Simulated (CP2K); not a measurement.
Worked example: self-consistent single point of CuTe (Pmmn, 4 atoms in the cell) in CP2K.

Level of theory: CP2K with PBEsol, GPW, DZVP-MOLOPT-SR-GTH basis, GTH-PBE potentials (GTH_POTENTIALS).

```yaml
crystal:
  lattice:
    - [3.19743, 0.00000, 0.00000]
    - [0.00000, 3.94576, 0.00000]
    - [0.00000, 0.00000, 7.21942]
  atoms:
    - { symbol: Cu, position: [0.00000, 0.50000, 0.46459] }
    - { symbol: Cu, position: [0.50000, 0.00000, 0.53541] }
    - { symbol: Te, position: [0.00000, 0.00000, 0.23823] }
    - { symbol: Te, position: [0.50000, 0.50000, 0.76177] }
```

Reference input (self-consistent single point, DFT LDA (Pade form), GPW, DZVP-MOLOPT-SR-GTH basis, GTH-PADE potentials (GTH_POTENTIALS)): CUTOFF = 600 Ry; REL_CUTOFF = 60 Ry; SMEAR/METHOD = GAUSSIAN; SIGMA = 0.136 eV; KPOINTS/SCHEME = MONKHORST-PACK 7 6 3; GAMMA_CENTERED = T; XC_FUNCTIONAL = PADE; Cu/BASIS_SET = DZVP-MOLOPT-SR-GTH-q11; Cu/POTENTIAL = GTH-PADE-q11; Te/BASIS_SET = DZVP-MOLOPT-SR-GTH-q6; Te/POTENTIAL = GTH-PADE-q6; METHOD = GPW. This run's input differs from it in these lines:

```diff
@@ -44,3 +44,6 @@
     &XC
-      &XC_FUNCTIONAL PADE
+      &XC_FUNCTIONAL
+        &PBE
+          PARAMETRIZATION PBESOL
+        &END PBE
       &END XC_FUNCTIONAL
@@ -76,3 +79,3 @@
       BASIS_SET DZVP-MOLOPT-SR-GTH-q11
-      POTENTIAL GTH-PADE-q11
+      POTENTIAL GTH-PBE-q11
     &END KIND
@@ -80,3 +83,3 @@
       BASIS_SET DZVP-MOLOPT-SR-GTH-q6
-      POTENTIAL GTH-PADE-q6
+      POTENTIAL GTH-PBE-q6
     &END KIND
```

The program printed (abridged):

```
 SCF WAVEFUNCTION OPTIMIZATION

  Step     Update method      Time    Convergence         Total energy    Change
     1 NoMix/Diag. 0.30E+00      -     0.30857822      -112.5027809083 -1.13E+02
     2 Broy./Diag. 0.30E+00      -     0.21153661      -115.4019424275 -2.90E+00
     3 Broy./Diag. 0.30E+00      -     0.02776636      -112.2064664510  3.20E+00
     4 Broy./Diag. 0.30E+00      -     0.05434308      -112.3305485387 -1.24E-01
     5 Broy./Diag. 0.30E+00      -     0.00937662      -112.4419580182 -1.11E-01
     6 Broy./Diag. 0.30E+00      -     0.00132365      -112.2947360129  1.47E-01
   [... 5 lines left out ...]
    12 Broy./Diag. 0.30E+00      -     0.00001646      -112.3074172152 -1.78E-04
    13 Broy./Diag. 0.30E+00      -     0.00000336      -112.3073683307  4.89E-05
    14 Broy./Diag. 0.30E+00      -     0.00000194      -112.3073331921  3.51E-05
    15 Broy./Diag. 0.30E+00      -     0.00000021      -112.3073291688  4.02E-06
  *** SCF run converged in    15 steps ***

  Overlap energy of the core charge distribution:               0.00000004441355
  Self energy of the core charge distribution:               -164.12872035906921
  Core Hamiltonian energy:                                     50.76219696107473
  Hartree energy:                                              19.96631132127217
  Exchange-correlation energy:                                -18.90652310850600
  Smearing free energy correction:                             -0.00059402797718
  Fermi energy:                                                 0.18553099205961

  Total energy:                                              -112.30732916876048
  Total energy (extrapolated to sigma->0):                   -112.30703215477189

                     Mulliken Population Analysis

   [... lines left out ...]

 STRESS| Analytical stress tensor [bar]
 STRESS|                        x                   y                   z
 STRESS|      x        3.40385933214E+04  -6.96403670418E-03   3.95885024707E-03
 STRESS|      y       -6.96403670418E-03   3.27517910282E+04  -4.55585825103E-03
 STRESS|      z        3.95885024707E-03  -4.55585825103E-03   4.25494790886E+04
 STRESS| 1/3 Trace                                             3.64466211461E+04
```

The run converged in 15 iterations. Against the reference run the pressure goes from 0.45 to 3.64 GPa and the largest force goes from 0.228 to 0.690 eV/Å.

The starting cell comes from a database of computed structures (which also holds hypothetical and non-ambient phases and stackings), without a prior relaxation at this level. Its lattice was rescaled by a random factor within 2.5 % of one. Spin polarisation is off. Values carry the incompleteness of an atom-centred basis. The potentials were made for another functional than the one used. With a pressure of about 4 GPa the cell is away from its equilibrium volume at this level. The run gives no clean gap (levels at the Fermi energy touch, overlap or are partly filled at this smearing), which alone does not show that the compound is a metal.

Cost on one core of a shared machine: roughly 60 s.
